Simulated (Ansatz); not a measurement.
CO on the 1x1 (110) surface of bcc Mo, one in a 2x2 cell, energies for each (28.3 Å²). Energies are against CO(g), without zero-point or thermal terms; each row is named by its start.

Level of theory: PBE (plane waves to 420 eV, PAW; Ansatz, a quantum-chemistry and plane-wave program).

Slab: 18 atoms, 6.5 Å thick at the start under the adsorbate (thin: gaps and levels are the slab's own); k 6x6x1, smearing 0.1 eV, dipole-corrected; 8 atoms held, the rest relaxed; each run with such symmetry as its start has; no spin, no spin-orbit, no U, no dispersion correction.

A negative adsorption energy means that the adsorbate is more stable on the surface than in its reference. Starts that drift may end in the same place. Heights count from the host atoms within 0.3 Å of the top one.

```csv
starting site,E_ads (eV),height (Å),nearest host atom (Å),bonded to,Δ work function (eV),lateral drift (Å)
top Mo,…,2.10,Mo 2.03,Mo,0.79,0.0
hollow Mo-Mo-Mo,-1.79,1.74,Mo 2.03,3 Mo,0.86,0.5
bridge Mo-Mo (span 2.7 Å),-1.49,1.73,Mo 2.19,2 Mo,0.98,0.0
bridge Mo-Mo (span 3.2 Å),…,1.44,Mo 2.19,4 Mo,…,0.0
```

### Question
Some entries are withheld; supply them.

### Answer

- top Mo, E_ads (eV): -1.69
- bridge Mo-Mo (span 3.2 Å), E_ads (eV): -1.65
- bridge Mo-Mo (span 3.2 Å), Δ work function (eV): 1.19
